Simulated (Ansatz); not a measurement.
Ansatz (a quantum-chemistry and plane-wave program) run on a (001) slab of Se (cut from a parent of space group no. 152; 6 atoms in the cell): self-consistent single point.

Computed with LDA (PW92), default PAW files made with PBE (plane waves; Ansatz).

The change in words: vacuum of 5 angstrom (first run: 14 Å). Reference geometry:
```
CELL_PARAMETERS angstrom
      4.38311     0.00000     0.00000
     -2.19156     3.79589     0.00000
      0.00000     0.00000    22.27471
ATOMIC_POSITIONS crystal
  Se 0.00000 0.22500 0.38855
  Se 0.77500 0.77500 0.46285
  Se 0.22500 0.00000 0.31426
  Se 0.00000 0.22500 0.61145
  Se 0.77500 0.77500 0.68574
  Se 0.22500 0.00000 0.53715
```

Reference input (self-consistent single point, DFT, LDA (PW92), plane waves, default PAW files made with PBE): basis.ecutwfc = 420 eV; kpoints.mp_grid.grid = 5 5 1; hamiltonian.xc = lda; hamiltonian.pseudopotentials = {kind: paw} (the program's default PAW files); scf.occupations.method = fermi_dirac; scf.occupations.width = 0.01 eV. This run's input differs from it in these lines:

Ansatz 0.2 input:
```diff
@@ -5,10 +5,10 @@
     - [-2.191555, 3.795885, 0.000000]
-    - [0.000000, 0.000000, 22.274711]
+    - [0.000000, 0.000000, 13.274699]
   atoms:
-    - { symbol: Se, position: [0.000000, 0.225000, 0.388553] }
-    - { symbol: Se, position: [0.775000, 0.775000, 0.462852] }
-    - { symbol: Se, position: [0.225000, 0.000000, 0.314258] }
-    - { symbol: Se, position: [0.000000, 0.225000, 0.611447] }
-    - { symbol: Se, position: [0.775000, 0.775000, 0.685742] }
-    - { symbol: Se, position: [0.225000, 0.000000, 0.537148] }
+    - { symbol: Se, position: [1.000000, 0.225000, 0.312994] }
+    - { symbol: Se, position: [0.775000, 0.775000, 0.437666] }
+    - { symbol: Se, position: [0.225000, 0.000000, 0.188328] }
+    - { symbol: Se, position: [1.000000, 0.225000, 0.687006] }
+    - { symbol: Se, position: [0.775000, 0.775000, 0.811672] }
+    - { symbol: Se, position: [0.225000, 0.000000, 0.562334] }
 basis:
```

Output, abridged:

```
SCF iter   1: F=—  HF=-32297.260543 eV  |F-HF|=—  |Δ(HF+E_count)|=         —  Δρ=5.48e-3  dr2=1.85e-1  ethr=1.77e-3  ⟨swp⟩=6.3  Hψ=1948  notcnv=0  defer=2
all-band conjugate gradients solve this SCF's bands
preconditioner: auto → LDOS
SCF iter   2: F=—  HF=-32297.241880 eV  |F-HF|=—  |Δ(HF+E_count)|=   1.87e-2  Δρ=1.95e-3  dr2=1.50e-2  ethr=1.93e-4  ⟨swp⟩=2.0  Hψ=655  notcnv=0  defer=36
   [... lines left out ...]
SCF iter   5: F=—  HF=-32297.238182 eV  |F-HF|=—  |Δ(HF+E_count)|=   1.11e-4  Δρ=1.13e-4  dr2=5.84e-5  ethr=7.72e-7  ⟨swp⟩=2.0  Hψ=662  notcnv=0  defer=36
SCF iter   6: F=—  HF=-32297.238242 eV  |F-HF|=—  |Δ(HF+E_count)|=   6.01e-5  Δρ=3.23e-5  dr2=5.88e-6  ethr=6.08e-8  ⟨swp⟩=2.0  Hψ=622  notcnv=0  defer=36
SCF iter   7: F=—  HF=-32297.238241 eV  |F-HF|=—  |Δ(HF+E_count)|=   6.28e-7  Δρ=8.57e-6  dr2=2.75e-7  ethr=6.12e-9  ⟨swp⟩=2.0  Hψ=591  notcnv=0  defer=36
SCF iter   8: F=-32297.238241 eV  HF=-32297.238241 eV  |F-HF|=5.21e-9  |Δ(HF+E_count)|=   4.21e-8  Δρ=2.08e-6  dr2=1.11e-8  ethr=1.04e-10  ⟨swp⟩=10.2  Hψ=2337  notcnv=0
SCF 1 converged in 8 iterations: F = -32297.238241 eV  dr2 = 1.11e-8
Free energy (F): -32297.238241 eV
Internal energy: -32297.236822 eV  (E = F + TS)
E sigma→0 (E₀):  -32297.237532 eV
Entropy (-TS):   -0.001419 eV (-0.236 meV/atom)
Fermi energy:    3.121320 eV
--- Forces (eV/Å), atoms counted from 1 ---
  atom   1  Se     0.66301861    -0.34930161    -1.35387901
  atom   2  Se    -0.17969431    -0.23624139    -0.00895597
  atom   3  Se    -0.55051325     0.54675890     1.28119212
  atom   4  Se    -0.02900523    -0.74884177     1.35387901
  atom   5  Se    -0.19825047     0.75013790    -1.28119212
  atom   6  Se     0.29443820     0.03749914     0.00895597
--- Stress (GPa, compression-positive) ---
       -3.422256       0.282213       0.048710
        0.282213      -3.748128       0.028123
        0.048710       0.028123      -3.073500
  P = ⅓ Tr σ = -3.4146 GPa (-34.146 kbar)
  The stress holds the Pulay correction. Without it, at fixed plane waves, as pw.x and ABINIT print it: P = -3.4343 GPa
```

The run converged in 8 iterations. Against the reference run the free energy drops by 3.0 meV/atom and the largest force stays at 1.547 eV/Å.

The starting cell has typed, rounded lattice constants, without a prior relaxation at this level. The slab is cut from that crystal, and its faces are unrelaxed. Its lattice was rescaled by up to half a per cent. Spin polarisation is off, though cut faces can carry moments; the slab shows no gap. Forces in this geometry exceed 1 eV/Å.
